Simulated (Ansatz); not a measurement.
# A computed series for Os: pressure series

The reference is Os in the hcp (Mg type) structure (space group P6_3/mmc, No. 194; a = 2.755 Å, c = 4.344 Å).

Cell and atoms are relaxed at each pressure.

Method: plane-wave PAW DFT at the PBE level (Ansatz, an electronic-structure program, 420 eV), scalar-relativistic without spin-orbit coupling.

```
variant           c/a ratio  lattice parameter a
----------------  ---------  -------------------
base                  1.577              2.755 Å
pressure −2 GPa       1.577           (withheld)
pressure −1 GPa       1.577              2.757 Å
pressure 3 GPa        1.578           (withheld)
pressure 7 GPa        1.578              2.739 Å
pressure 15 GPa       1.579              2.722 Å
pressure 30 GPa       1.581              2.694 Å
pressure 50 GPa       1.584              2.661 Å
pressure 75 GPa       1.586           (withheld)
pressure 100 GPa      1.588              2.598 Å
```

Question: Complete the table.

Answer: 
- pressure −2 GPa, lattice parameter a: 2.760 Å
- pressure 3 GPa, lattice parameter a: 2.748 Å
- pressure 75 GPa, lattice parameter a: 2.627 Å

Load acts through the strain it causes; cell and atoms are relaxed under it. No phonon test of stability was made. Competing high-pressure phases were not computed. All final runs are without spin polarisation.
